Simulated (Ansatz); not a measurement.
Take SnO in the litharge type structure (space group P4/nmm, No. 129; a = 3.7701 Å, c = 4.5599 Å; layered, stacked along the Cartesian z axis) as the base.

The change: a free-standing slab of 1 layer (4 atoms, 4 a layer) is cut normal to the stacking axis, with 15 Å of vacuum and the in-plane cell relaxed.

Levels (all Ansatz, a program for electronic structure, PAW): PBEsol-D3(BJ) (420 eV, without spin-orbit coupling); r2SCAN (500 eV, no spin-orbit coupling); HSE06 (420 eV, scalar-relativistic without spin-orbit coupling).

At the geometry relaxed with PBEsol-D3(BJ), these levels gave the following band gaps, in shuffled order: (a) 3.01 eV, (b) 3.99 eV, (c) 3.45 eV.

Problem. Match each gap to its level.

Solution. (a) PBEsol-D3(BJ); (b) HSE06; (c) r2SCAN.

Single points use the geometry relaxed with PBEsol-D3(BJ). The hybrid gap comes from the SCF mesh plus the semilocal run's edge points and a few special points and is an upper bound. Stability against distortions was not tested. All final runs are without spin polarisation.
